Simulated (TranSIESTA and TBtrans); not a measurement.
Junction: In chain with one bond stretched by 0.6 Å. Leads: straight In chain, spacing 2.9 Å. Geometry: as built, not relaxed. Transport runs along z; the first 4 and the last 4 of the 14 atoms are the lead cells, repeated to infinity.

```xyz
14
Lattice="9.000 0.000 0.000 0.000 9.000 0.000 0.000 0.000 41.200" Properties=species:S:1:pos:R:3 pbc="F F T"
In     4.500     4.500     0.000
In     4.500     4.500     2.900
In     4.500     4.500     5.800
In     4.500     4.500     8.700
In     4.500     4.500    11.600
In     4.500     4.500    14.500
In     4.500     4.500    17.400
In     4.500     4.500    20.900
In     4.500     4.500    23.800
In     4.500     4.500    26.700
In     4.500     4.500    29.600
In     4.500     4.500    32.500
In     4.500     4.500    35.400
In     4.500     4.500    38.300
```

Run with TranSIESTA and TBtrans (open boundaries, self-consistent; PseudoDojo norm-conserving potentials, scalar-relativistic): PAO.BasisSize DZP, PAO.EnergyShift 0.15 eV, XC.Authors PBE, Mesh.Cutoff 200 Ry, ElectronicTemperature 300 K, TS.Voltage 0.0 eV, TBT.Elecs.Eta 0.001 eV, no spin polarisation.

Energies count from the leads' Fermi level. Transmissions are for one spin of a degenerate pair. The energy step is 0.01 eV; narrower resonances are cut or missed.

```tsv
E (eV)	T
-0.20	0.885
-0.15	1.72
-0.10	2.41
-0.05	2.58
0.00	2.61
0.05	2.58
0.10	2.54
0.15	2.48
0.20	2.42
```

Q: Give the zero-bias conductance in μS and the resistance at 300 K.

A: At the Fermi level T = 2.61. Averaged with −∂f/∂E over the full grid (kT = 25.9 meV) it is 2.58. With G0 = 2e²/h = 77.48 μS, G = 200 μS and R = 1/G = 5.00 kΩ.

Q: The eigenchannels at the Fermi level transmit 0.887, 0.861, 0.861. What Fano factor of the shot noise follows at low temperature and bias?

A: F = Σ τ(1 − τ)/Σ τ = 0.340/2.61 = 0.13.

The straight chain is held at its spacing; free chains may zigzag or dimerise. No spin-polarised start was tried, so a magnetic state, if there is one, is missed.
